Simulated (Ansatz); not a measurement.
The parent structure is HfO$_{2}$ in the fluorite structure (space group Fm-3m, No. 225; a = 5.098 Å).

Computed with plane-wave PAW DFT at the PBE level (Ansatz, a first-principles code, 420 eV), scalar-relativistic without spin-orbit coupling.

Before the change:

| Item | Result |
|---|---|
| Band gap | 3.75 eV |
| Electron mass | 1.2 mₑ along k, 0.74 mₑ across (at X) |
| Lattice parameter a | 5.098 Å |

The change: a hydrostatic pressure of 9 GPa.

### Question
Estimate the effect on the band gap.

### Answer
The band gap rises by 0.08 eV, from 3.75 eV to 3.83 eV.

### Question
What happens to the electron mass?

### Answer
The electron mass becomes 1.2 mₑ along k, 0.72 mₑ across (at X) (base: 1.2 mₑ along k, 0.74 mₑ across (at X)).

### Question
What does the calculation give for the lattice parameter a after the change?

### Answer
The lattice parameter a shrinks by 0.0575 Å (5.098 Å → 5.040 Å).

With Hf present, leaving out spin-orbit coupling can change the band edges. Load acts through the strain it causes; cell and atoms are relaxed under it. Masses are band curvatures over ±0.01 Å⁻¹ around the edge. Along k means along the line from Γ to the band edge. Stability against distortions was not tested. No other phases were tried under pressure. This is not the structure that HfO2 has at room temperature and ambient pressure.
